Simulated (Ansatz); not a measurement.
Consider BN in the h-BN type structure (space group P6_3/mmc, No. 194; a = 2.506 Å, c = 6.615 Å; layered, stacked along the Cartesian z axis).

Levels (all Ansatz, a first-principles code, PAW): PBE-D3(BJ) (420 eV, no SOC); r2SCAN (500 eV, spin-orbit coupling left out).

The geometry is relaxed with PBE-D3(BJ).

- PBE-D3(BJ) band gap = 4.24 eV
- PBE-D3(BJ) gap character = indirect, k = (0.267, 1/3, 0) in the run's primitive reciprocal basis → M
- PBE-D3(BJ) width of the top valence band = 3.22 eV

With r2SCAN at the same geometry, the band gap increases by 0.55 eV to 4.79 eV; the gap character stays indirect, k = (0.267, 1/3, 0) in the run's primitive reciprocal basis → M; the width of the top valence band rises by 0.07 eV, from 3.22 eV to 3.29 eV.

Single points use the geometry relaxed with PBE-D3(BJ). Gaps are Kohn–Sham eigenvalue differences; semilocal functionals usually give less than the measured gap. Stability against distortions was not tested.
